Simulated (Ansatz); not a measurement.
Take IrO₂ in the rutile structure (space group P4_2/mnm, No. 136) as the base.

```yaml
crystal:
  lattice:
    - [4.52931, 0.00000, 0.00000]
    - [0.00000, 4.52931, 0.00000]
    - [0.00000, 0.00000, 3.17991]
  atoms:
    - { symbol: Ir, position: [0.00000, 0.00000, 0.00000] }
    - { symbol: Ir, position: [0.50000, 0.50000, 0.50000] }
    - { symbol: O, position: [0.30844, 0.30844, 0.00000] }
    - { symbol: O, position: [0.80844, 0.19156, 0.50000] }
    - { symbol: O, position: [0.19156, 0.80844, 0.50000] }
    - { symbol: O, position: [0.69156, 0.69156, 0.00000] }
```

Cartesian axes are those of the cell as printed.

All numbers come from Ansatz (a first-principles code), PBE, PAW, cutoff 420 eV, spin-orbit coupling left out, earlier PAW set.

Base values:

* **Volume per atom**: 10.87 Å³

Now apply this change: biaxial strain +1.57 %, plane normal [001], relaxed out of plane (Cartesian); in-plane vectors clamped, the third vector and the atoms free.

How does this affect the volume per atom?

The volume per atom rises by 0.233 Å³ (10.87 Å³ → 11.11 Å³).

No phonon test of stability was made. No Hubbard U is applied, and correlation can decide whether such a compound is a metal. The final runs are not spin-polarised.
